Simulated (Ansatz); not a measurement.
The structure below was relaxed with Ansatz (a quantum-chemistry and plane-wave program), PBEsol, PAW, cutoff 420 eV, no spin-orbit coupling, at pressure 30 GPa.

```xyz
2
Lattice="0.0000 2.7653 2.7653 2.7653 0.0000 2.7653 2.7653 2.7653 0.0000" Properties=species:S:1:pos:R:3 pbc="T T T"
Pb     0.0000     0.0000     0.0000
Se     2.7653     2.7653     2.7653
```

Find the space group and the Wyckoff positions.

Space group Fm-3m (No. 225); a = 5.5306 Å, b = 5.5306 Å, c = 5.5306 Å, α = 90.00°, β = 90.00°, γ = 90.00°

```csv
atom,site,symmetry,x,y,z
Pb,4a,m-3m,0.0000,0.0000,0.0000
Se,4b,m-3m,0.5000,0.5000,0.5000
```

Describe the coordination.

The crystal has 8 atoms in its conventional cell. Conventional cell: a = b = c = 5.531 Å, α = β = γ = 90.00°. Pb is coordinated by 6 Se at 2.765 Å (octahedral). Se is coordinated by 6 Pb at 2.765 Å (octahedral). (Neighbours: up to the widest gap in distance over summed covalent radii, below 1.35, at either atom; cation-cation and far metal-metal contacts left out.)

Spin-orbit coupling, missing from the scalar runs, can matter with Pb. Load acts through the strain it causes; cell and atoms are relaxed under it. Whether these cells are dynamically stable was not tested. No other phases were tried under pressure. The cell was made from PbSe in the rock salt structure (space group Fm-3m, No. 225) by this change: pressure 30 GPa.
